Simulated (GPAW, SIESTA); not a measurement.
A GPAW input for a self-consistent single point of Ti (P6_3/mmc, 4 atoms in the cell) (DFT LDA (Perdew-Wang 92), plane waves, GPAW PAW datasets LDA (gpaw-data 1.0.1)):

```python
from ase import Atoms
from ase.units import GPa
from gpaw import GPAW

atoms = Atoms(['Ti', 'Ti', 'Ti', 'Ti'],
              cell=[[2.921986, 0.000000, 0.000000],
                    [-1.460993, 2.530515, 0.000000],
                    [0.000000, 0.000000, 9.401510]],
              scaled_positions=[[0.000000, 0.000000, 0.000000],
                                [0.000000, 0.000000, 0.500000],
                                [0.333333, 0.666667, 0.250000],
                                [0.666667, 0.333333, 0.750000]],
              pbc=True)

calc = GPAW(mode={'name': 'pw', 'ecut': 800},
            xc='LDA',
            kpts=(9, 9, 3),
            occupations={'name': 'methfessel-paxton', 'width': 0.2, 'order': 0},
            nbands=-10,
            convergence={'density': 1e-05},
            symmetry={'symmorphic': False, 'tolerance': 0.0005},
            maxiter=120,
            txt='-')

atoms.calc = calc

energy = atoms.get_potential_energy()
print('Energy (eV):', round(energy, 6))
forces = atoms.get_forces()
print('Forces (eV/Ang):')
print(forces.round(5))
stress = atoms.get_stress()
print('Stress (GPa, Voigt):', (stress / GPa).round(4))
```

Q: Write the same calculation as an input for SIESTA.

A: This is the input that was run; spellings and numerical settings could be chosen otherwise.

```
# files in the folder: Ti.psml (PseudoDojo LDA standard)
SystemName  Ti
SystemLabel siesta

NumberOfAtoms                4
NumberOfSpecies              1
%block ChemicalSpeciesLabel
  1 22 Ti
%endblock ChemicalSpeciesLabel
LatticeConstant              2.921986 Ang
%block LatticeVectors
     1.000000000    0.000000000    0.000000000
    -0.500000000    0.866025710    0.000000000
     0.000000000    0.000000000    3.217506860
%endblock LatticeVectors
AtomicCoordinatesFormat      ScaledCartesian
%block AtomicCoordinatesAndAtomicSpecies
     0.000000000    0.000000000    0.000000000  1
     0.000000000    0.000000000    1.608753430  1
    -0.000000500    0.577350762    0.804376715  1
     0.500000500    0.288674948    2.413130145  1
%endblock AtomicCoordinatesAndAtomicSpecies

XC.functional                LDA
XC.authors                   PW92
PAO.BasisSize                TZP
PAO.EnergyShift              0.01 Ry
MeshCutoff                   350 Ry
%block kgrid.MonkhorstPack
    9   0   0  0.0
    0   9   0  0.0
    0   0   3  0.0
%endblock kgrid.MonkhorstPack
OccupationFunction           MP
OccupationMPOrder            0
ElectronicTemperature        2320.9 K

MaxSCFIterations             150
SCF.Mixer.Method             Pulay
SCF.Mixer.Weight             0.2
SCF.Mixer.History            6
SCF.DM.Tolerance             1.0E-04
Diag.ParallelOverK           true
WriteForces                  true
```

Basis settings and potentials, where a program has them, do not carry over. This input uses DFT, LDA PW92, numerical atomic orbitals TZP, PseudoDojo LDA standard norm-conserving potentials (rewritten from UPF to PSML). LDA parametrisations can differ slightly between programs. Both were run: pressure -7.80 GPa in GPAW and -10.81 in SIESTA.

On GPAW: the starting cell was generated: these elements placed on a structure prototype, without a prior relaxation; it need not be a known phase or ordering of this composition. Its lattice was rescaled by a random factor within 2.5 % of one. Spin polarisation is off. With a pressure of about -8 GPa the cell is away from its equilibrium volume at this level.

On SIESTA: the starting cell was generated: these elements placed on a structure prototype, without a prior relaxation; it need not be a known phase or ordering of this composition. Its lattice was rescaled by a random factor within 2.5 % of one. Spin polarisation is off. Values carry the incompleteness of an atom-centred basis. With a pressure of about -11 GPa the cell is away from its equilibrium volume at this level.
